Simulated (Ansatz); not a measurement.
The structure below was relaxed with Ansatz (a first-principles code) PBEsol, without spin-orbit coupling.

```yaml
crystal:
  lattice:
    - [0.00000, 2.26003, 2.26003]
    - [2.26003, 0.00000, 2.26003]
    - [2.26003, 2.26003, 0.00000]
  atoms:
    - { symbol: P, position: [0.25000, 0.25000, 0.25000] }
    - { symbol: B, position: [0.00000, 0.00000, 0.00000] }
```

### Question
Find the space group and the Wyckoff positions.

### Answer
Space group F-43m (No. 216); a = 4.5201 Å, b = 4.5201 Å, c = 4.5201 Å, α = 90.00°, β = 90.00°, γ = 90.00°

```
atom  site  symmetry       x       y       z
----  ----  --------  ------  ------  ------
P       4d      -43m  0.7500  0.7500  0.7500
B       4a      -43m  0.0000  0.0000  0.0000
```

No phonon test of stability was made. The cell was made from AlP by this change: Al → B.
